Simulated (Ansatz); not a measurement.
**A constructed model of the (111) surface of fcc Pd, a pseudomorphic layer of Ge in the other hollow (bottom of the slab: a bare face, its two planes held)**

These are PBE (plane waves to 420 eV, PAW; Ansatz, an electronic-structure program) values and carry that method's errors.

Set-up: 7 atoms, 13.6 Å thick at the start; mesh 15x15x1; 0.1 eV smearing; dipole correction on; 2 atoms held, the rest relaxed; symmetry of the start imposed; no spin, no spin-orbit, no U. In PBE it is, or lies within 0.01 eV a 1x1 cell of, the lowest of the 2 structures of its composition computed so far; larger cells were not tried.

```
Property                                          Value
-----------------------------  ------------------------
work function of the top face                   4.49 eV
energy released by relaxation                  0.019 eV
cost                           roughly 110 core-seconds
```
